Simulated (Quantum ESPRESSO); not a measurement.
A self-consistent single point of IrO₂ (P4_2/mnm, 6 atoms in the cell) with Quantum ESPRESSO.

Method of the run: PBE, GBRV 1.5 ultrasoft (PBE) pseudopotentials (plane waves; Quantum ESPRESSO).

```
CELL_PARAMETERS angstrom
      4.53775     0.00000     0.00000
      0.00000     4.53775     0.00000
      0.00000     0.00000     3.19958
ATOMIC_POSITIONS crystal
  Ir 0.50000 0.50000 0.50000
  Ir 0.00000 0.00000 0.00000
  O  0.69134 0.69134 0.00000
  O  0.30866 0.30866 0.00000
  O  0.80866 0.19134 0.50000
  O  0.19134 0.80866 0.50000
```

Reference input (self-consistent single point, DFT, PBE, plane waves, GBRV 1.5 ultrasoft (PBE) pseudopotentials): ecutwfc = 40 Ry; ecutrho = 320 Ry; occupations = smearing; smearing = methfessel-paxton; degauss = 0.019992 Ry; potentials = {Ir: ir_pbe_v1.2.uspp.F.UPF, O: o_pbe_v1.2.uspp.F.UPF}; K_POINTS = automatic 8 8 10 0 0 0; conv_thr = 1e-10 Ry. This run's input differs from it in these lines:

```diff
@@ -14,4 +14,4 @@
    ntyp = 2,
-   ecutwfc = 40,
-   ecutrho = 320,
+   ecutwfc = 20,
+   ecutrho = 160,
    occupations = 'smearing',
```

Output (repeated stretches shortened):

```
     Self-consistent Calculation

     iteration #  1     ecut=    20.00 Ry     beta= 0.70

     negative rho (up, down):  6.039E-01 0.000E+00

     total energy              =    -489.60780327 Ry
     estimated scf accuracy    <       3.53455273 Ry

     iteration #  2     ecut=    20.00 Ry     beta= 0.70

     negative rho (up, down):  6.613E-01 0.000E+00

     total energy              =    -489.25665039 Ry
     estimated scf accuracy    <      10.51416682 Ry

     iteration #  3     ecut=    20.00 Ry     beta= 0.70

     negative rho (up, down):  6.502E-01 0.000E+00

     total energy              =    -491.36351340 Ry
     estimated scf accuracy    <       0.17463709 Ry

   [... 5 blocks of this kind left out ...]

     iteration #  9     ecut=    20.00 Ry     beta= 0.70

     negative rho (up, down):  6.466E-01 0.000E+00

     total energy              =    -491.37949580 Ry
     estimated scf accuracy    <          4.4E-10 Ry

     iteration # 10     ecut=    20.00 Ry     beta= 0.70

     negative rho (up, down):  6.466E-01 0.000E+00
     End of self-consistent calculation

     the Fermi energy is    13.5209 ev

!    total energy              =    -491.37949580 Ry
     estimated scf accuracy    <          2.4E-11 Ry
     smearing contrib. (-TS)   =       0.00000739 Ry
     internal energy E=F+TS    =    -491.37950318 Ry

     convergence has been achieved in  10 iterations

     negative rho (up, down):  6.466E-01 0.000E+00

     Forces acting on atoms (cartesian axes, Ry/au):

     atom    1 type  1   force =     0.00000000    0.00000000    0.00000000
     atom    2 type  1   force =     0.00000000    0.00000000    0.00000000
     atom    3 type  2   force =     0.00019716    0.00019716    0.00000000
     atom    4 type  2   force =    -0.00019716   -0.00019716    0.00000000
     atom    5 type  2   force =    -0.00019716    0.00019716   -0.00000000
   [... lines left out ...]
     Total force =     0.000558     Total SCF correction =     0.000000
   [... lines left out ...]

     negative rho (up, down):  6.466E-01 0.000E+00
          total   stress  (Ry/bohr**3)                   (kbar)     P=    -1656.21
  -0.01125793   0.00000000   0.00000000        -1656.10        0.00        0.00
   0.00000000  -0.01125793   0.00000000            0.00    -1656.10        0.00
   0.00000000   0.00000000  -0.01126019            0.00        0.00    -1656.43

   JOB DONE.
```

The run converged in 10 iterations. Against the reference run the free energy rises by 2.58 eV/atom, the pressure goes from -2.21 to -165.6 GPa and the largest force goes from 0.016 to 0.007 eV/Å.

The starting cell comes from a database of computed structures (which also holds hypothetical and non-ambient phases and stackings), without a prior relaxation at this level. Its lattice was rescaled by a random factor within 2.5 % of one. Spin polarisation is off. At the lowered cutoff the pressure carries the error of an incomplete plane-wave basis.

Cost on one core of a shared machine: roughly 60 s.
